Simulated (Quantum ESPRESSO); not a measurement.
A user runs Quantum ESPRESSO on TmTl (Pm-3m, 2 atoms in the cell) and asks whether the run is sound. The aim is a self-consistent single point with DFT, PBEsol, plane waves, SSSP 1.1.2 efficiency (PBE) pseudopotentials.

The input file:

```fortran
&control
   calculation = 'scf',
   prefix = 'tmtl',
   outdir = './tmp/',
   pseudo_dir = './',
   tprnfor = .true.,
   tstress = .true.,
/
&system
   ibrav = 0,
   celldm(1) = 3.6269929250,
   nat = 2,
   ntyp = 2,
   ecutwfc = 50,
   ecutrho = 400,
   occupations = 'smearing',
   smearing = 'gaussian',
   degauss = 0.0073499,
   nspin = 2,
   starting_magnetization(1) = 0.087,
   input_dft = 'pbesol',
/
&electrons
   conv_thr = 1.0d-10,
   mixing_beta = 0.4,
/
ATOMIC_SPECIES
Tm   168.9342  Tm.GGA-PBE-paw-v1.0.UPF
Tl   204.3800  Tl_pbe_v1.2.uspp.F.UPF
CELL_PARAMETERS alat
   1.0000000000     0.0000000000     0.0000000000
   0.0000000000     1.0000000000     0.0000000000
   0.0000000000     0.0000000000     1.0000000000
ATOMIC_POSITIONS alat
Tm    0.5000000000    0.5000000000    0.5000000000
Tl    0.0000000000    0.0000000000    0.0000000000
K_POINTS automatic
9 9 9  0 0 0
```

Log, with long lists cut:

```
     Message from routine setup:
     using ibrav=0 with symmetry is DISCOURAGED, use correct ibrav instead
     G-vector sticks info
     --------------------
     sticks:   dense  smooth     PW     G-vecs:    dense   smooth      PW
   [... lines left out ...]
     Tl               13.00   204.38000     Tl( 1.00)

     Starting magnetic structure
     atomic species   magnetization
     Tm              0.087
     Tl              0.000

     48 Sym. Ops., with inversion, found

   Cartesian axes

     site n.     atom                  positions (alat units)
         1        Tm     tau(   1) = (   0.5000000   0.5000000   0.5000000  )
         2        Tl     tau(   2) = (   0.0000000   0.0000000   0.0000000  )

     number of k points=    35  Gaussian smearing, width (Ry)=  0.0073
                       cart. coord. in units 2pi/alat
        k(    1) = (   0.0000000   0.0000000   0.0000000), wk =   0.0013717
        k(    2) = (   0.0000000   0.0000000   0.1111111), wk =   0.0082305
        k(    3) = (   0.0000000   0.0000000   0.2222222), wk =   0.0082305
   [... 32 lines left out ...]

     Dense  grid:     6451 G-vectors     FFT dimensions: (  24,  24,  24)

     Smooth grid:     2301 G-vectors     FFT dimensions: (  18,  18,  18)

     Initial potential from superposition of free atoms

     starting charge      35.9908, renormalised to      36.0000

     negative rho (up, down):  1.405E-02 1.483E-02
     Self-consistent Calculation

     iteration #  1     ecut=    50.00 Ry     beta= 0.40

     negative rho (up, down):  1.870E-02 1.950E-02

     total energy              =   -1065.16332289 Ry
     estimated scf accuracy    <       1.56453844 Ry

     total magnetization       =     0.09 Bohr mag/cell
     absolute magnetization    =     0.10 Bohr mag/cell

     iteration #  2     ecut=    50.00 Ry     beta= 0.40

     negative rho (up, down):  2.154E-02 2.213E-02

     total energy              =   -1066.03463510 Ry
     estimated scf accuracy    <       0.59273138 Ry

   [... lines left out ...]

     negative rho (up, down):  2.953E-02 2.953E-02

     total energy              =   -1066.57652268 Ry
     estimated scf accuracy    <          7.8E-10 Ry

     total magnetization       =     0.00 Bohr mag/cell
     absolute magnetization    =     0.00 Bohr mag/cell

     iteration # 13     ecut=    50.00 Ry     beta= 0.40

     negative rho (up, down):  2.953E-02 2.953E-02

     Magnetic moment per site  (integrated on atomic sphere of radius R)
     atom   1 (R=0.357)  charge= 18.2386  magn=  0.0000
     atom   2 (R=0.357)  charge=  7.7081  magn=  0.0000
     End of self-consistent calculation

     the Fermi energy is   111.0213 ev

!    total energy              =   -1066.57652268 Ry
     estimated scf accuracy    <          4.0E-11 Ry
     smearing contrib. (-TS)   =      -0.00027238 Ry
     internal energy E=F+TS    =   -1066.57625030 Ry

     total magnetization       =     0.00 Bohr mag/cell
     absolute magnetization    =     0.00 Bohr mag/cell

     convergence has been achieved in  13 iterations

     negative rho (up, down):  2.953E-02 2.953E-02

     Forces acting on atoms (cartesian axes, Ry/au):

     atom    1 type  1   force =     0.00000000    0.00000000    0.00000000
     atom    2 type  2   force =     0.00000000    0.00000000    0.00000000

     Total force =     0.000000     Total SCF correction =     0.000000

     negative rho (up, down):  2.953E-02 2.953E-02
          total   stress  (Ry/bohr**3)                   (kbar)     P=    94069.65
   0.63947247   0.00000000   0.00000000        94069.65        0.00        0.00
   0.00000000   0.63947247   0.00000000            0.00    94069.65        0.00
   0.00000000   0.00000000   0.63947247            0.00        0.00    94069.65

   JOB DONE.
```

Q: Is this run sound? If not, what is wrong?

A: The run is not sound. The fault is this: cell lengths typed in angstrom where bohr is read. 1 bohr is 0.529 Å, so a mix-up scales every length by 1.89 or 0.529 and the volume by 6.75 or 0.148. To fix it, give the lengths in the unit that the key or card expects. The run converged in 13 iterations without an error; against the sound input the free energy rises by 108 eV/atom, the pressure goes from 6.30 to 9407 GPa and the size of the net moment goes from 0.66 to 0.00 μB/atom. The full log also holds: “c_bands:  1 eigenvalues not converged”.

An input that runs soundly differs in these lines (not the only fix; some lines may just follow from the change or write a value another way):
```diff
-   celldm(1) = 3.6269929250,
+   celldm(1) = 6.8540215362,
```

With that input, the run converged in 19 iterations: free energy E − TS -14727.4700 eV; Fermi level (on the code's own zero) 15.56 eV; pressure 6.30 GPa; size of the cell's spin moment 1.31 μB; site moments (μB, in the program's spheres or projections) Tm 1.28, Tl 0.01 (DFT, PBEsol, plane waves, SSSP 1.1.2 efficiency (PBE) pseudopotentials).

On the sound input: the starting cell comes from a database of computed structures (which also holds hypothetical and non-ambient phases and stackings), without a prior relaxation at this level. Its lattice was rescaled by a random factor within 2.5 % of one. Spin-orbit coupling is off. With one magnetic atom in the cell only a parallel order is possible. With U or open f shells several self-consistent states can exist. The f electrons are in the valence without U or exact exchange, which can misplace them near the Fermi level. Spin-orbit terms, which matter for f shells, are left out. With a pressure of about 6 GPa the cell is away from its equilibrium volume at this level.
